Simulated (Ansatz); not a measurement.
Input and output of a relaxation of cell and atoms for ScGa3 (Pm-3m, 4 atoms in the cell) (Ansatz, a first-principles code).

Method of the run: PBEsol, default PAW files made with PBE (plane waves; Ansatz).

The change in words: atoms on their sites; relax: default → cell and atoms. Reference geometry:
```yaml
crystal:
  lattice:
    - [4.06135, 0.00000, 0.00000]
    - [0.00000, 4.06135, 0.00000]
    - [0.00000, 0.00000, 4.06135]
  atoms:
    - { symbol: Sc, position: [0.00000, 0.00000, 0.01231] }
    - { symbol: Ga, position: [0.50000, 0.50000, 0.00000] }
    - { symbol: Ga, position: [0.00000, 0.50000, 0.50000] }
    - { symbol: Ga, position: [0.50000, 0.00000, 0.50000] }
```

Reference input (self-consistent single point, DFT, PBEsol, plane waves, default PAW files made with PBE): basis.ecutwfc = 420 eV; kpoints.mp_grid.grid = 7 7 7; hamiltonian.xc = pbesol; hamiltonian.pseudopotentials = {kind: paw} (the program's default PAW files); scf.occupations.method = gaussian; scf.occupations.width = 0.1 eV. This run's input differs from it in these lines:

```diff
@@ -7,3 +7,3 @@
   atoms:
-    - { symbol: Sc, position: [0.000000, 0.000000, 0.012311] }
+    - { symbol: Sc, position: [0.000000, 0.000000, 0.000000] }
     - { symbol: Ga, position: [0.500000, 0.500000, 0.000000] }
@@ -20,2 +20,4 @@
   occupations: { method: gaussian, width: 0.1 eV }
+relax:
+  cell: {}
 output:
```

Output (repeated stretches shortened):

```
   [... SCF lines of the steps left out ...]
relax step   1: F+E_penalty+E_count = -13343.17467460 eV  Δ(F+E_penalty+E_count) = +0.000e0 eV  max|allowed force component| = 2.390e-29 eV/Å  Δτ_max = 0.0000 Å  P = -0.986 GPa  Ω = 66.990 Å³  (7 SCF iters, dr2 threshold 1.00e-7 eV, accepted)
relax step   2: F+E_penalty+E_count = -13343.17742124 eV  Δ(F+E_penalty+E_count) = -2.747e-3 eV  max|allowed force component| = 1.035e-29 eV/Å  Δτ_max = 0.0000 Å  P = +0.338 GPa  Ω = 65.845 Å³  energy of the carried Pulay correction = +3.243e-4 eV  [...]
relax step   3: F+E_penalty+E_count = -13343.17763050 eV  Δ(F+E_penalty+E_count) = -2.093e-4 eV  max|allowed force component| = 7.494e-30 eV/Å  Δτ_max = 0.0000 Å  P = -0.012 GPa  Ω = 66.133 Å³  energy of the carried Pulay correction = +2.421e-4 eV  [...]
relax step   4: F+E_penalty+E_count = -13343.17738088 eV  Δ(F+E_penalty+E_count) = +2.496e-4 eV  max|allowed force component| = 5.456e-30 eV/Å  Δτ_max = 0.0000 Å  P = -0.012 GPa  Ω = 66.133 Å³  stress off target by 1.22e-2 GPa  SCF on the basis [...]
basis re-selected at this cell: Δ(F+E_penalty+E_count) = +2.496e-4 eV, ΔP = +0.000 GPa vs the last step
the relaxation is at rest under the 48 symmetry operations that the run kept from its start: a minimum is not shown …
Free energy (F): -13343.177381 eV
Internal energy: -13343.160928 eV  (E = F + TS)
E sigma→0 (E₀):  -13343.169154 eV
Entropy (-TS):   -0.016453 eV (-4.113 meV/atom)
Fermi energy:    12.273980 eV
--- Forces (eV/Å), atoms counted from 1 ---
  atom   1  Sc    -0.00000000     0.00000000     0.00000000
   [... zero for the other atoms too ...]
   [... lines left out ...]
  cell:  # Å, volume = 66.1334 Å³
   [... lines left out ...]
    - [9.62964972193618e-35, -3.209883240645393e-35, 4.043961018034919]
  atoms:
    - { symbol: Sc, position: [3.7047592505692132e-37, -9.434484949437197e-48, -9.261898128646878e-38] }
    - { symbol: Ga, position: [0.5, 0.5, 3.0872993764554477e-38] }
    - { symbol: Ga, position: [-1.234919750321491e-37, 0.5, 0.5] }
    - { symbol: Ga, position: [0.5, -2.4698395007194097e-37, 0.5] }
```

The run converged. 

Summary of the result:
Free energy E − TS (on the zero of these files): -13343.1774 eV
Fermi level (on the code's own zero): 12.27 eV
Pressure: -0.01 GPa
Final cell: a = 4.0440 Å, b = 4.0440 Å, c = 4.0440 Å, α = 90.00°, β = 90.00°, γ = 90.00°
Final volume per atom: 16.53 Å³
Relaxation steps: 4

The starting cell comes from a database of computed structures (which also holds hypothetical and non-ambient phases and stackings), without a prior relaxation at this level. Its lattice was rescaled by up to half a per cent. The relaxation keeps the symmetry of its start, so its end need not be a minimum. Ansatz's pressure includes its estimate of the finite-basis (Pulay) stress.

Keys are those of Ansatz 0.2.
